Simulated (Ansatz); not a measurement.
The parent structure is ZnO in the wurtzite structure (space group P6_3mc, No. 186; a = 3.2352 Å, c = 5.2114 Å). Axes: x lies along a and z along c of the hexagonal cell.

Computed with r2SCAN in Ansatz (plane waves to 500 eV, PAW, without spin-orbit coupling).

Base values:

- Valence-band top at Γ: 0.00, 0.00, -0.10 eV

Perturbation: the cell is stretched by 4.45 % along x with no lateral relaxation; the atoms relax in the strained cell.

Task: Predict the new valence-band top at Γ.

Result: The valence-band top at Γ (three highest levels, from the VBM) becomes 0.00, -0.10, -0.11 eV (base: 0.00, 0.00, -0.10 eV).

Task: Estimate the effect on the largest internal atomic displacement.

Result: The largest internal atomic displacement comes out as 0.030 Å.

The levels and masses belong to the bands next to the band gap. Whether these cells are dynamically stable was not tested.

Ansatz is a program for electronic structure.
